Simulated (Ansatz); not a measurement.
Band structure of BAs (F-43m, 2 atoms in the cell).

```yaml
crystal:
  lattice:
    - [0.00000, 2.39000, 2.39000]
    - [2.39000, 0.00000, 2.39000]
    - [2.39000, 2.39000, 0.00000]
  atoms:
    - { symbol: B, position: [0.00000, 0.00000, 0.00000] }
    - { symbol: As, position: [0.25000, 0.25000, 0.25000] }
```

Computed with PBE (plane waves, PAW; Ansatz, a quantum-chemistry and plane-wave program).

Settings: kpoints.mp_grid.grid = 8 8 8; hamiltonian.xc = pbe; hamiltonian.pseudopotentials = {kind: paw} (the program's default PAW files); scf.occupations.method = fermi_dirac; scf.occupations.width = 0.05 eV; kpoints.band_path.npoints = 8.

The starting cell has typed, rounded lattice constants, without a prior relaxation at this level.

Task: Predict the gap along the standard path and the places of the band edges.

Result: The gap along the path is 1.20 eV, from Γ to a point between Γ and X; the smallest direct gap on it is 3.28 eV.

Levels in eV from the top of the valence band on the path, bands 6 to 12:
```tsv
point	6	7	8	9	10	11	12
Γ	-15.39	0.00	0.00	0.00	3.28	3.28	3.28
X	-11.21	-8.51	-4.07	-4.07	1.44	1.45	11.37
W	-11.06	-8.04	-5.47	-5.18	5.27	5.93	6.81
K	-11.26	-8.13	-5.93	-3.48	2.05	5.55	9.22
L	-12.52	-8.76	-1.82	-1.82	2.68	4.79	4.79
U	-11.26	-8.13	-5.93	-3.48	2.05	5.55	9.22
```

Keys are those of Ansatz 0.2.
